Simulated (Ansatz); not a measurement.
# How far to go with the plane-wave cutoff: LaP (I4mm, 2 atoms in the cell)

```xyz
2
Lattice="0.0000 3.0242 3.0242 3.0242 0.0000 3.0242 3.0242 3.0242 0.0000" Properties=species:S:1:pos:R:3 pbc="T T T"
La     0.0000     0.0000     0.0500
P      3.0242     3.0242     3.0242
```

Level of theory: LDA (PW92), default PAW files made with PBE (plane waves; Ansatz, an electronic-structure program).

Base settings: basis.ecutwfc = 420 eV; kpoints.mp_grid.grid = 9 9 9; hamiltonian.xc = lda; hamiltonian.pseudopotentials = {kind: paw} (the program's default PAW files); scf.occupations.method = fermi_dirac; scf.occupations.width = 0.1 eV.

The second cell is the first with its lattice scaled by 0.98.

The mesh stays at the base's, so the ladder's end is converged at best in this setting alone.

The first pressure column holds Ansatz's estimate of the finite-basis (Pulay) stress, which hides part of the cutoff error; the other is without it.

Only quantities that move along the ladder and can be compared are tabulated.

The count of work is k-points × plane waves × bands × iterations; it is no time. 

The starting cell comes from a database of computed structures (which also holds hypothetical and non-ambient phases and stackings), without a prior relaxation at this level. Its lattice was rescaled by up to half a per cent. One atom was moved a little off its site on purpose. In the base run, with a pressure of about -4 GPa the cell is away from its equilibrium volume at this level.

| basis.ecutwfc | free energy less the last step's (meV/atom) | energy of the compressed cell less the first (meV/atom) | pressure (GPa) | pressure without the Pulay estimate (GPa) | largest difference of a force vector from the last step's (eV/Å) | count of work / last |
|---|---|---|---|---|---|---|
| 145 eV | 2306.40 | 1.61 | -2.90 | -23.34 | 0.013 | 0.057 |
| 170 eV | 1502.53 | -5.30 | -3.14 | -21.43 | 0.008 | 0.070 |
| 190 eV | 1014.85 | -11.51 | -3.48 | -19.16 | 0.023 | 0.096 |
| 210 eV | 642.25 | -10.98 | -3.39 | -16.06 | 0.018 | 0.11 |
| 230 eV | 383.33 | -13.28 | -3.73 | -12.85 | 0.013 | 0.12 |
| 250 eV | 220.62 | -18.08 | -3.90 | -10.08 | 0.008 | 0.15 |
| 295 eV | 54.72 | -19.89 | -4.02 | -6.13 | 0.001 | 0.15 |
| 335 eV | 12.49 | -18.72 | -3.99 | -4.62 | 0.000 | 0.19 |
| 380 eV | 2.08 | -18.89 | -3.99 | -4.10 | 0.000 | 0.23 |
| 420 eV | 0.70 | -18.89 | -3.99 | -4.01 | 0.000 | 0.27 |
| 460 eV | 0.45 | -18.89 | -3.99 | -4.00 | 0.000 | 0.31 |
| 505 eV | 0.28 | -18.89 | -3.99 | -4.00 | 0.000 | 0.35 |
| 565 eV | 0.13 | -18.90 | -3.99 | -4.00 | 0.000 | 0.42 |
| 630 eV | 0.08 | -18.90 | -3.99 | -3.99 | 0.000 | 0.50 |
| 735 eV | 0.05 | -18.90 | -3.99 | -3.99 | 0.000 | 0.61 |
| 840 eV | 0.03 | -18.90 | -3.99 | -3.99 | 0.000 | 0.78 |
| 1010 eV | 0.00 | -18.90 | -3.99 | -3.99 | 0.000 | 1.0 |

Coarsest basis.ecutwfc that holds the free energy within 0.5 meV/atom of the last step, with all finer ones: 460 eV, at 0.31 of the last step's count of work; the step before is off by 0.70 meV/atom.

Coarsest basis.ecutwfc that holds the pressure within 0.1 GPa of the last step, with all finer ones: 250 eV, at 0.15 of the last step's count of work; the step before is off by 0.26 GPa.

Coarsest basis.ecutwfc that holds the forces within 0.01 eV/Å of the last step, with all finer ones: 250 eV, at 0.15 of the last step's count of work; the step before is off by 0.013 eV/Å.

The energy difference between the two cells stays within 1 meV/atom of the last step's from 250 eV on, the total only from 420 eV on: much of the error is common to both cells and cancels.

At the lowest cutoff the pressure without the Pulay estimate lies 19.3 GPa under the last step's, the usual sign of Pulay stress in an incomplete plane-wave basis.

Keys are those of Ansatz 0.2.
